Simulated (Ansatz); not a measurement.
## Converging shifted k-point meshes: TePb2Se (R3m, 4 atoms in the cell)

```
TePb2Se
1.0
    2.23586     1.29088     7.29832
   -2.23586     1.29088     7.29832
    0.00000    -2.58175     7.29832
Te Pb Se
1 2 1
Direct
  0.50228   0.50228   0.50228
  0.74470   0.74470   0.74470
  0.25530   0.25530   0.25530
  0.00000   0.00000   0.00000
```

Computed with LDA (PW92), default PAW files made with PBE (plane waves; Ansatz, a first-principles code).

Base settings: basis.ecutwfc = 420 eV; kpoints.mp_grid.grid = 7 7 7; hamiltonian.xc = lda; hamiltonian.pseudopotentials = {kind: paw} (the program's default PAW files); scf.occupations.method = fixed.

In this ladder: kpoints.mp_grid.shift = 0.5 0.5 0.5.

Shifted meshes do not hold Γ, so a gap read on them misses any band edge there.

Only quantities that move along the ladder and can be compared are tabulated.

The count of work is k-points × plane waves × bands × iterations; it is no time. Core times come from one kind of shared machine, to one figure; runs under 30 s give none.

The starting cell comes from a database of computed structures (which also holds hypothetical and non-ambient phases and stackings), without a prior relaxation at this level. Its lattice was rescaled by up to half a per cent. One atom was moved a little off its site on purpose. Spin-orbit coupling is off. Ansatz's pressure includes its estimate of the finite-basis (Pulay) stress.

| kpoints.mp_grid.grid | free energy less the last step's (meV/atom) | pressure (GPa) | largest difference of a force vector from the last step's (eV/Å) | gap on the mesh (eV) | count of work / last | core time / last (rough) |
|---|---|---|---|---|---|---|
| 2 2 2 | 98.19 | -2.00 | 0.152 | 1.503 | 0.0030 | – |
| 3 3 3 | 12.55 | -2.44 | 0.088 | 1.058 | 0.0090 | – |
| 4 4 4 | -0.37 | -2.60 | 0.064 | 0.871 | 0.013 | – |
| 5 5 5 | -0.78 | -2.58 | 0.021 | 0.763 | 0.028 | – |
| 6 6 6 | -0.84 | -2.58 | 0.006 | 0.701 | 0.042 | – |
| 7 7 7 | -0.49 | -2.57 | 0.005 | 0.660 | 0.066 | – |
| 8 8 8 | -0.29 | -2.57 | 0.003 | 0.609 | 0.090 | – |
| 9 9 9 | -0.16 | -2.56 | 0.001 | 0.612 | 0.13 | 0.1 |
| 10 10 10 | -0.08 | -2.56 | 0.001 | 0.561 | 0.16 | 0.2 |
| 11 11 11 | -0.05 | -2.56 | 0.001 | 0.587 | 0.22 | 0.2 |
| 12 12 12 | -0.02 | -2.56 | 0.000 | 0.533 | 0.27 | 0.3 |
| 14 14 14 | -0.01 | -2.56 | 0.000 | 0.516 | 0.42 | 0.4 |
| 15 15 15 | -0.01 | -2.56 | 0.000 | 0.541 | 0.51 | 0.5 |
| 17 17 17 | 0.00 | -2.56 | 0.000 | 0.527 | 0.73 | 0.7 |
| 19 19 19 | 0.00 | -2.56 | 0.000 | 0.516 | 1.0 | 1 |

Coarsest kpoints.mp_grid.grid that holds the free energy within 5 meV/atom of the last step, with all finer ones: 4 4 4, at 0.013 of the last step's count of work; the step before is off by 13 meV/atom.

Coarsest kpoints.mp_grid.grid that holds the pressure within 0.5 GPa of the last step, with all finer ones: 3 3 3, at 0.0090 of the last step's count of work; the step before is off by 0.56 GPa.

The gap on the mesh jumps up and down from mesh to mesh; it is no smooth measure of convergence.

Keys are those of Ansatz 0.2.
